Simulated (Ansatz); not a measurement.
Consider GaN in the zinc blende structure (space group F-43m, No. 216; a = 4.498 Å).

Levels (all Ansatz, a quantum-chemistry and plane-wave program, PAW): PBEsol (420 eV, spin-orbit coupling left out); HSE06 (420 eV, spin-orbit coupling left out).

Levels that relaxed their own cell: PBEsol.

```csv
level,band gap,lattice parameter a,electron mass at Γ
PBEsol,1.70 eV,4.498 Å,0.154 mₑ
HSE06,3.00 eV,–,–
```

Measured: band gap 3.48 eV (static lattice; corrected from measurement; as listed in I. Vurgaftman, J. R. Meyer, L. R. Ram-Mohan, Journal of Applied Physics (2001)); lattice parameter a 4.5 Å (room temperature; as listed in I. Vurgaftman, J. R. Meyer, L. R. Ram-Mohan, Journal of Applied Physics (2001)); electron mass at Γ 0.15 mₑ (temperature not stated; as listed in I. Vurgaftman, J. R. Meyer, L. R. Ram-Mohan, Journal of Applied Physics (2001)).

Computed minus measured — band gap: PBEsol -1.78 eV, HSE06 -0.48 eV (closest: HSE06); lattice parameter a: PBEsol -0.0 %; electron mass at Γ: PBEsol +3 %. Measured values not marked as corrected hold thermal and zero-point effects that the static-lattice runs lack. A measured gap can be an optical one, lowered by exciton binding. Levels without spin-orbit coupling miss its lowering of the gap, often about a third of the valence-band splitting.

Single points use the geometry relaxed with PBEsol. Masses are band curvatures over ±0.01 Å⁻¹ around the edge. Stability against distortions was not tested. This is not the structure that GaN has at room temperature and ambient pressure.
